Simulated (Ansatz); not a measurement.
# Effect of isotropic strain −4.32 % on AlPt

The reference is AlPt in the CsCl type structure (space group Pm-3m, No. 221; a = 3.060 Å; a cell from a computed database, its experimental status unchecked; relaxed with 0.1 eV smearing).

It is then changed as follows: an isotropic linear strain of −4.32 %; the atoms relax in the strained cell.

The values are results of PBEsol/PAW in Ansatz (an electronic-structure program), no spin-orbit coupling, not measurements. Settings: 19×19×19 k-points, 0.1 eV Fermi–Dirac smearing.

The volume per atom decreases by 1.78 Å³ (14.33 Å³ → 12.55 Å³) and the energy grows by 178 meV/atom. The pressure goes from zero to 36.3 GPa and the band gap is still zero.

Final structure:

```
AlPt
1.0
    2.92818     0.00000     0.00000
    0.00000     2.92818     0.00000
    0.00000     0.00000     2.92818
Al Pt
1 1
Direct
  0.00000   0.00000   0.00000
  0.50000   0.50000   0.50000
```

Stability against distortions was not tested. The final runs are not spin-polarised.
